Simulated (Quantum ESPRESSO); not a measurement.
A working Quantum ESPRESSO input for Li3CrS4 (P-43m, 8 atoms in the cell) (DFT, PBEsol, plane waves, PseudoDojo standard norm-conserving (PBESOL) pseudopotentials):

```fortran
&control
    calculation = 'scf',
    prefix = 'scf',
    outdir = './tmp/',
    pseudo_dir = './',
    tprnfor = .true.,
    tstress = .true.,
/
&system
    ibrav = 0,
    nat = 8,
    ntyp = 3,
    ecutwfc = 95,
    occupations = 'smearing',
    smearing = 'cold',
    degauss = 0.0073499,
    nspin = 2,
    starting_magnetization(2) = 0.214,
/
&electrons
    conv_thr = 1.0d-10,
    mixing_beta = 0.4,
/
ATOMIC_SPECIES
Li     6.9400  Li.upf
Cr    51.9961  Cr.upf
S     32.0600  S.upf
CELL_PARAMETERS angstrom
   5.9417490000     0.0000000000     0.0000000000
   0.0000000000     5.9417490000     0.0000000000
   0.0000000000     0.0000000000     5.9417490000
ATOMIC_POSITIONS bohr
Li    0.0000000000    0.0000000000    5.6141391556
Li    5.6141391556    0.0000000000    0.0000000000
Li    0.0000000000    5.6141391556    0.0000000000
Cr    0.0000000000    0.0000000000    0.0000000000
S     2.3291940529    2.3291940529    2.3291940529
S     2.3291940529    8.8990842584    8.8990842584
S     8.8990842584    8.8990842584    2.3291940529
S     8.8990842584    2.3291940529    8.8990842584
K_POINTS automatic
3 3 3  0 0 0
```

The run converged in 17 iterations: free energy E − TS -4209.4818 eV; Fermi level (on the code's own zero) 1.67 eV; pressure -1.34 GPa; largest force (vector length) 0.365 eV/Å; size of the cell's spin moment 1.00 μB; site moments (μB, in the program's spheres or projections) Li 0.00, Li 0.00, Li 0.00, Cr 0.94, S -0.02, S -0.02, S -0.02, S -0.02. Each of these slips is then made, one at a time:

(1)
```diff
+    nbnd = 24,
```

(2)
```diff
-CELL_PARAMETERS angstrom
-   5.9417490000     0.0000000000     0.0000000000
-   0.0000000000     5.9417490000     0.0000000000
-   0.0000000000     0.0000000000     5.9417490000
```

Question: Predict the outcome of each change.

Answer: 
(1) Too few bands. The run converged in 50 iterations without an error; against the sound input the free energy goes up by 11.0 meV/atom, the pressure goes from -1.34 to -1.19 GPa, the largest force hardly changes (0.365 to 0.367 eV/Å) and the size of the net moment stays at 0.12 μB/atom. The full log also holds: “WARNING: integrated charge=    47.00000719, expected=    47.00000000” and “WARNING: integrated charge=    47.00000656, expected=    47.00000000”.

(2) No cell vectors for a free lattice. The program stopped before any SCF iteration.
```
Error in routine cell_base_init (1):
ibrav=0: must read cell parameters
```

The starting cell comes from a database of computed structures (which also holds hypothetical and non-ambient phases and stackings), without a prior relaxation at this level. Its lattice was rescaled by a random factor within 2.5 % of one. With one magnetic atom in the cell only a parallel order is possible. Without a gap this mesh is coarse (it stands for a supercell whose shortest vector is 18 Å).

Left out of this page: 3 runs of the series outside the window shown, repeating another row's setting, or not comparable.
